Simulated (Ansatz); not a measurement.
Base system: TiSi$_{2}$ (space group Fddd, No. 70).

```
CELL_PARAMETERS angstrom
      0.00000     4.11477     4.26030
      2.38957     0.00000     4.26030
      2.38957     4.11477     0.00000
ATOMIC_POSITIONS crystal
  Si 0.66253 0.33747 0.66253
  Si 0.33747 0.66253 0.33747
  Si 0.58747 0.91253 0.58747
  Si 0.91253 0.58747 0.91253
  Ti 0.00000 0.00000 0.00000
  Ti 0.25000 0.25000 0.25000
```

Calculations: r2SCAN, PAW, 500 eV (Ansatz, a first-principles code; no spin-orbit coupling).

One change was made to it. Results:

| quantity | base | after |
|---|---|---|
| shortest interatomic distance | 2.519 Å | 2.482 Å |
| band gap | zero | zero |

**Question.** What was done to the base?
(A) pressure 30 GPa
(B) pressure 4.5 GPa
(C) pressure 2.1 GPa
(D) pressure 9 GPa
(E) pressure 0.9 GPa

**Answer.** D, pressure 9 GPa. For comparison, the shortest interatomic distance in the other runs: pressure 2.1 GPa gives 2.510 Å; pressure 4.5 GPa gives 2.500 Å; pressure 30 GPa gives 2.418 Å; pressure 0.9 GPa gives 2.515 Å.

Load acts through the strain it causes; cell and atoms are relaxed under it. No phonon test of stability was made. Competing high-pressure phases were not computed. All final runs are without spin polarisation.
